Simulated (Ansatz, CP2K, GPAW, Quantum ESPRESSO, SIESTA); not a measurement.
**Code comparison for SrSbPt (P1, 3 atoms in the cell)**

Self-consistent single point, at a second geometry (atoms moved at random). First geometry:

```
SrSbPt
1.0
    4.50717     0.00000     0.00000
   -2.25359     3.90332     0.00000
    0.00000     0.00000     4.63998
Sr Sb Pt
1 1 1
Direct
  0.00000   0.00000   0.00000
  0.66667   0.33333   0.50000
  0.33333   0.66667   0.50000
```

Second geometry:
```yaml
crystal:
  lattice:
    - [4.50717, 0.00000, 0.00000]
    - [-2.25359, 3.90332, 0.00000]
    - [0.00000, 0.00000, 4.63998]
  atoms:
    - { symbol: Sr, position: [0.99565, 0.00073, 0.99986] }
    - { symbol: Sb, position: [0.66473, 0.33024, 0.50104] }
    - { symbol: Pt, position: [0.33962, 0.66903, 0.49910] }
```

Shared settings, as Ansatz (a first-principles code) writes them: kpoints.mp_grid.grid = 6 6 5; scf.occupations.method = gaussian; scf.occupations.width = 0.1 eV. Potentials and cutoffs stand in the table.

| code | model | ΔF from the first geometry (meV/atom) | pressure (GPa) | largest force (eV/Å) | cutoff |
|---|---|---|---|---|---|
| SIESTA | LDA PW92, numerical atomic orbitals DZP, PseudoDojo LDA standard norm-conserving potentials (rewritten from UPF to PSML) | 2.1 | -1.35 | 0.317 | grid 400 Ry |
| GPAW | LDA (Perdew-Wang 92), GPAW PAW datasets LDA (gpaw-data 1.0.1) | 1.5 | -3.74 | 0.235 | 550 eV |
| CP2K | LDA (Pade form), GPW, DZVP-MOLOPT-SR-GTH basis, GTH-PADE potentials (GTH_POTENTIALS) | 1.5 | -7.84 | 0.221 | grid 500 Ry |
| Quantum ESPRESSO | LDA (PZ), GBRV 1.5 ultrasoft (LDA) pseudopotentials | 1.6 | -3.65 | 0.247 | 40 Ry |
| Ansatz | LDA (PW92), PAW files made with PBE | 1.5 | -3.54 | 0.241 | 420 eV |

Size of the force on each atom (eV/Å): Sizes of forces hide their directions.

```tsv
code	Sr1	Sb2	Pt3
SIESTA	0.091	0.278	0.317
GPAW	0.050	0.215	0.235
CP2K	0.053	0.215	0.221
Quantum ESPRESSO	0.049	0.228	0.247
Ansatz	0.049	0.223	0.241
```

On Ansatz's run: spin-orbit coupling is off. Spin polarisation is off.

The spread over the programs that give each value: ΔF from the first geometry within 0.6 meV/atom; pressure within 6.49 GPa; largest force within 0.096 eV/Å.

SIESTA and CP2K use small atom-centred bases, whose incompleteness enters pressures, forces and empty levels differently from a plane-wave cutoff. Ansatz's pressure is given at a fixed set of plane waves, as the other plane-wave codes print theirs. The same LDA comes in different parametrisations, which differ slightly. In the pressure, SIESTA (by 2.30) and CP2K (by 4.19) lie more than 1 GPa from the median of the plane-wave programs.

The starting cell comes from a database of computed structures (which also holds hypothetical and non-ambient phases and stackings), without a prior relaxation at this level. For this run, on top of that: atoms moved at random.

Keys are those of Ansatz 0.2.
